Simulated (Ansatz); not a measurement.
Consider NbP in the CsCl type structure (space group Pm-3m, No. 221; a = 3.079 Å; a hypothetical phase, not in the database extracts checked; relaxed with 0.1 eV smearing). Axes: x, y, z lie along the cube axes.

Method: plane-wave PAW DFT at the PBEsol level (Ansatz, a quantum-chemistry and plane-wave program, 420 eV), without spin-orbit coupling.

For the base:

Shortest interatomic distance: 2.667 Å

The change: tensor shear ε_xy = +0.69 % (engineering shear γ = 0.0138), atoms relaxed at fixed cell.

**Question.** What does the calculation give for the stress, energy relative to the base and shortest interatomic distance after the change?

**Answer.** The stress (xx, yy, zz, yz, xz, xy; compression positive) amounts to (0.0, 0.0, 0.1, 0.0, 0.0, -1.8) GPa; the energy grows by 1.1 meV/atom; the shortest interatomic distance falls by 0.012 Å, from 2.667 Å to 2.655 Å.

The cells carry an imposed strain or load. No phonon test of stability was made. All final runs are without spin polarisation.
